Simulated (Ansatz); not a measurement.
Base system: CrCuO2 (space group R-3m, No. 166; ferromagnetic).

```cif
data_Cr3Cu3O6
_chemical_formula_sum 'Cu3 Cr3 O6'
_space_group_name_H-M_alt 'R-3m :H'
_space_group_IT_number 166
_space_group_name_Hall '-R 3 2"'
_cell_length_a 2.96378
_cell_length_b 2.96378
_cell_length_c 16.92041
_cell_angle_alpha 90.000
_cell_angle_beta 90.000
_cell_angle_gamma 120.000
loop_
_atom_site_label
_atom_site_type_symbol
_atom_site_symmetry_multiplicity
_atom_site_Wyckoff_symbol
_atom_site_fract_x
_atom_site_fract_y
_atom_site_fract_z
_atom_site_occupancy
Cu1 Cu 3 a 0.00000 0.00000 0.00000 1
Cr1 Cr 3 b 0.00000 0.00000 0.50000 1
O1 O 6 c 0.00000 0.00000 0.10812 1
```
(The calculation used a cell of 4 atoms; values per cell refer to that cell.)

Computed with PBEsol/PAW in Ansatz (a quantum-chemistry and plane-wave program), no spin-orbit coupling.

For the base:

| Quantity | Result |
|---|---|
| Smallest direct gap | 1.16 eV |
| Band gap | 0.92 eV |
| Shortest interatomic distance | 182.9 pm |
| Density | 5.71 g/cm³ |

It is then changed as follows: a hydrostatic pressure of 2.1 GPa.

Question: What happens to the smallest direct gap?

Answer: The smallest direct gap stays 1.16 eV.

Question: How does this affect the band gap?

Answer: The band gap falls by 0.06 eV (0.92 eV → 0.86 eV).

Question: Predict the new shortest interatomic distance.

Answer: The shortest interatomic distance shrinks by 0.5 pm to 182.4 pm.

Question: What happens to the density?

Answer: The density rises by 0.07 g/cm³ (5.71 g/cm³ → 5.78 g/cm³).

Load acts through the strain it causes; cell and atoms are relaxed under it. No phonon test of stability was made. No Hubbard U is applied and the magnetic state is the run's own (CrCuO2 ferromagnetic); other magnetic orders, which need larger cells, were not tried and can change the gap. Where the two band edges lie in opposite spin channels, the gap is a spin-flip gap.
